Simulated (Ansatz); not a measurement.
For TaAs (model structure, from the WC type, P-6m2, No. 187), PBE-D3(BJ) in Ansatz (plane waves, PAW) gives:

- lattice parameter a: 3.365 Å
- lattice parameter c: 3.468 Å

Question: What does r²SCAN (PAW; Ansatz, a program for electronic structure) give for the same quantities?

Answer: 
- lattice constant a: 3.409 Å (goes up by 1.3 %)
- lattice parameter c: 3.450 Å (shrinks by 0.5 %)

Changes are worked out from the printed values.

Unless a cell is named, each level is at its own relaxed cell (PBE-D3(BJ) 17.01, r²SCAN 17.36 Å³/atom).

Levels without +SOC leave out spin–orbit coupling, which shifts energies and cells of such heavy elements.

Ansatz's density-functional and Hartree–Fock values are scalar-relativistic unless marked +SOC, with PAW data made under PBE.

A model structure was made by putting elements into a prototype or built by hand; it is no filed structure, need not be a known phase, and can be a saddle point held by its symmetry.
